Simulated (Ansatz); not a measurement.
A computed series for MgSe: pressure series

Take MgSe in the rock salt structure (space group Fm-3m, No. 225; a = 5.508 Å) as the base.

Cell and atoms are relaxed at each pressure.

Calculations: Kohn–Sham DFT with the PBE functional, run in Ansatz (an electronic-structure program) with PAW and 420 eV plane waves, no spin-orbit coupling.

Candidates:
(a) pressure 22.5 GPa
(b) pressure 15 GPa
(c) pressure 9 GPa
(d) pressure −1 GPa

For the base:

| Property | Result |
|---|---|
| Smallest direct gap | 2.40 eV |

**Question.** Order them by smallest direct gap, lowest first.

**Answer.** (d) pressure −1 GPa (2.29 eV), (c) pressure 9 GPa (3.22 eV), (b) pressure 15 GPa (3.66 eV), (a) pressure 22.5 GPa (4.15 eV)

Load acts through the strain it causes; cell and atoms are relaxed under it. Whether these cells are dynamically stable was not tested. Competing high-pressure phases were not computed.
